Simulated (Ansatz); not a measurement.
Start from CeO₂ in the CdI2 type structure (space group P-3m1, No. 164; a = 3.595 Å, c = 4.407 Å; a hypothetical phase, not in the database extracts checked).

All numbers come from DFT with r2SCAN+rVV10, PAW potentials and a 500 eV plane-wave cutoff in Ansatz (an electronic-structure program), scalar-relativistic without spin-orbit coupling, earlier PAW set.

Base values:

* **In-plane lattice parameter a**: 3.595 Å

The change: a free-standing slab of 3 layers (9 atoms, 3 a layer) is cut normal to the stacking axis, with 15 Å of vacuum and the in-plane cell relaxed.

Question: What happens to the thickness between the outermost nuclei, in-plane lattice parameter a and gap character?

Answer: The thickness between the outermost nuclei is 10.67 Å; the in-plane lattice parameter a is still 3.595 Å; the gap character is indirect, k = (0, 0.364, 0) in the run's primitive reciprocal basis → Γ.

Whether these cells are dynamically stable was not tested. Starting moments died away, wholly or in part, for the base; another magnetic solution may exist. The final runs are not spin-polarised.
